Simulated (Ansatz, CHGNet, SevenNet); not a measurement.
**AlCr₂C (P6₃/mmc, No. 194; start mp-9956): properties by level of theory**

```csv
level (code),lattice parameter a (Å),c axis length (Å)
CHGNet-r²SCAN (CHGNet),2.827,(withheld)
SevenNet-0 (SevenNet),2.853,12.648
SevenNet-l3i5 (SevenNet),2.846,(withheld)
LDA (Ansatz),2.791,12.478
PBE-D3(BJ) (Ansatz),(withheld),(withheld)
```

Q: Complete the blanks.

A: 
- CHGNet-r²SCAN (CHGNet), c axis length (Å): 12.622
- SevenNet-l3i5 (SevenNet), c axis length (Å): 12.681
- PBE-D3(BJ) (Ansatz, a first-principles code), lattice parameter a (Å): 2.812
- PBE-D3(BJ) (Ansatz), c axis length (Å): 12.590

Caveats: the relaxation could not lower the start's symmetry, so the cell can be a saddle point above a distorted one (CHGNet-r²SCAN, SevenNet-0, SevenNet-l3i5, LDA, PBE-D3(BJ)). Ansatz's density-functional and Hartree–Fock values are scalar-relativistic unless marked +SOC, with PAW data made under PBE.

The crystal itself was run without spin with LDA, PBE-D3(BJ).

The computed numbers hold no vibrational or temperature effects.

A start named mp-… is a Materials Project structure, which can be a computed phase never made.
